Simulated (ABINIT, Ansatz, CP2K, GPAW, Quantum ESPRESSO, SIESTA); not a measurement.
# One structure in several programs: Pt (Fm-3m, 1 atom in the cell)

Self-consistent single point.

```yaml
crystal:
  lattice:
    - [0.00000, 1.96000, 1.96000]
    - [1.96000, 0.00000, 1.96000]
    - [1.96000, 1.96000, 0.00000]
  atoms:
    - { symbol: Pt, position: [0.00000, 0.00000, 0.00000] }
```

Shared settings, as Ansatz (a program for electronic structure) writes them: kpoints.mp_grid.grid = 12 12 12; scf.occupations.method = gaussian; scf.occupations.width = 0.01 Ry. Potentials and cutoffs stand in the table.

```
code                                                                                                                                      model  pressure (GPa)       cutoff
----------------  -----------------------------------------------------------------------------------------------------------------------------  --------------  -----------
ABINIT                                                                                       PBEsol, PAW (JTH v2.0 PBE PAW, files made for PBE)            1.13        21 Ha
Quantum ESPRESSO                                                                           PBEsol, SSSP 1.1.2 efficiency (PBE) pseudopotentials           -1.48        40 Ry
CP2K                                                                 PBEsol, GPW, DZVP-MOLOPT-SR-GTH basis, GTH-PBE potentials (GTH_POTENTIALS)            0.84  grid 500 Ry
GPAW                                                                                      PBEsol, GPAW PAW datasets PBEsol (made by gpaw-setup)           -0.53       600 eV
SIESTA            GGA PBEsol, numerical atomic orbitals DZP, PseudoDojo PBEsol standard norm-conserving potentials (rewritten from UPF to PSML)           -1.78  grid 400 Ry
Ansatz                                                                                                  PBEsol, default PAW files made with PBE           -0.28      default
```

On Ansatz's run: spin-orbit coupling is off. Spin polarisation is off.

The spread over the programs that give each value: pressure within 2.91 GPa.

CP2K and SIESTA use small atom-centred bases, whose incompleteness enters pressures, forces and empty levels differently from a plane-wave cutoff. Ansatz's pressure is given at a fixed set of plane waves, as the other plane-wave codes print theirs; with its correction for the finite basis it is -0.22 GPa. In the pressure, ABINIT (by 1.53), Quantum ESPRESSO (by 1.07), CP2K (by 1.25) and SIESTA (by 1.38) lie more than 1 GPa from the median of the plane-wave programs.

The starting cell has typed, rounded lattice constants, without a prior relaxation at this level.

Left out of this page: Elk and FLEUR (not drawn, or without a comparable value).

Keys are those of Ansatz 0.2.
